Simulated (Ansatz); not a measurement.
# Cu under a change: isotropic strain −2.50 %

Base system: Cu in the fcc (Cu type) structure (space group Fm-3m, No. 225; a = 3.577 Å; relaxed with 0.1 eV smearing).

The change: the cell is scaled by 0.9750 in all directions, atoms relaxed at fixed cell.

The values are results of r2SCAN (Ansatz, an electronic-structure program; PAW; 500 eV plane waves; without spin-orbit coupling), not measurements. Settings: 32×32×32 k-points, 0.1 eV Fermi–Dirac smearing.

- Volume per atom: 10.60 Å³ (base 11.44 Å³)
- Space group: Fm-3m (No. 225) (base Fm-3m (No. 225))
- Shortest interatomic distance: 2.466 Å (base 2.529 Å)
- Energy relative to the base (free energy F): +36 meV/atom
- Pressure: 15.0 GPa (base 0.0 GPa)
- Band gap: zero (base zero)

Final structure:

```yaml
crystal:
  lattice:
    - [0.00000, 1.74367, 1.74367]
    - [1.74367, 0.00000, 1.74367]
    - [1.74367, 1.74367, 0.00000]
  atoms:
    - { symbol: Cu, position: [0.00000, 0.00000, 0.00000] }
```

No phonon test of stability was made. All final runs are without spin polarisation.
